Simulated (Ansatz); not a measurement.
Consider Ge in the diamond structure (space group Fd-3m, No. 227; a = 5.762 Å).

All numbers come from PBE in Ansatz (plane waves to 420 eV, PAW, without spin-orbit coupling).

For the base:

| Quantity | Value |
|---|---|
| Pressure | 0.0 GPa |
| Band gap | zero |

Modification: every lattice vector is stretched by 2.50 %; the atoms relax in the strained cell.

Q: What does the calculation give for the pressure after the change?

A: The pressure goes from zero to -3.6 GPa.

Q: Estimate the effect on the energy relative to the base.

A: The energy increases by 22 meV/atom.

Q: How does this affect the band gap?

A: The band gap stays zero.

Whether these cells are dynamically stable was not tested. The zero or small gap of Ge can change with the level of theory.

Ansatz is a first-principles code.
